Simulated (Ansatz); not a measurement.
**KMgF3: transverse stress against strain**

KMgF3 (cubic perovskite, Pm-3m, 12.717 Å³/atom at rest, cube axes along x, y and z) under a strain ε along a cube axis (axis z), the other axes held. PBEsol in Ansatz, a plane-wave DFT program (PAW, default set), 420 eV, 8×8×8 Γ-centred mesh, Fermi-Dirac smearing 0.05 eV; ions are relaxed within the symmetry of each cell. Stress is positive for a compressed cell.

Here s stands for strain and y for stress xx.

```csv
strain (%),stress xx (GPa)
-3.00,?
-1.20,0.49
-0.60,0.25
0.00,0.01
0.60,-0.23
1.20,-0.45
```

Question: Fit y against s with a straight line, and predict the withheld value at s = -3.00.

Answer: Means: s 0, y 0.014. About the means, the sum of products is -1.4160 and the sum of squares of s is 3.6000; the slope is their ratio. Least squares gives y = 0.014 - 0.3933·s. Residuals (row less fit): 0.004, 0.000, -0.004, -0.008, 0.008; standard error 0.007 (degrees of freedom: 3). The slope gives the elastic constant C12 = 39 ± 0.4 GPa. At the withheld row, y = 0.014 - 0.3933 × (-3.0) = 1.194 GPa. The calculation gives 1.29 GPa, 0.096 GPa above the prediction (5.5 % of the range of y in the table). The row lies outside the fitted rows, so this is an extrapolation. From the scatter of the fitted rows alone, a prediction at this place has a standard error of 0.014 GPa, so the miss is 6.9 times that.

One order more, fitted to all 11 runs of the series, follows each within 0.01, so the miss is the next term of a smooth law. The primitive cell can neither tilt nor turn polar against its symmetry, as such crystals can under strain. Rows are the converged runs of the series near zero and its far end; series whose fitted rows scatter by over a few per cent of the range, as at a crossing or softening among them, aren't shown in this form. Most that stay on the fit to the last digits aren't either.
